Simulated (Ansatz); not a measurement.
**As on the In site (broken-bond start) (zinc-blende InAs host)**

All values below come from PBE, PAW (plane waves to 420 eV; Ansatz, a quantum-chemistry and plane-wave program). Details: 64-site cell; 2×2×2 shifted k-points; start: the In site; started 0.95 Å off site, one bond broken; no spin–orbit coupling; the functional closes the host's gap; finite-size errors of tenths of an eV.

Neighbours after relaxation, in Å: of the As atom: As 2.53, As 2.53, As 2.53, In 3.36, In 3.36, In 3.36.

Formation energies E_f are those of the neutral cell. Chemical conditions: As-rich (Δμ(As) = 0.00 eV, Δμ(In) = -0.48 eV; only phases computed here count, gases as isolated molecules at 0 K); In-rich (Δμ(As) = -0.48 eV, Δμ(In) = 0.00 eV; only phases computed here count, gases as isolated molecules at 0 K). Reference phases: As: rhombohedral As, In: tetragonal indium.

In at least one state atoms left their starting sites on relaxation (a large move, or an atom on the emptied site), so the name describes the start.

| charge | moment (μB) | largest move off a lattice site (Å) | E_f, As-rich (eV) | E_f, In-rich (eV) |
|---|---|---|---|---|
| 0 | not spin-polarised | 1.45 | 1.56 | 2.52 |

Not the lowest form: the same atoms on another site or from another start ended lower, by 0.56 eV at charge 0.
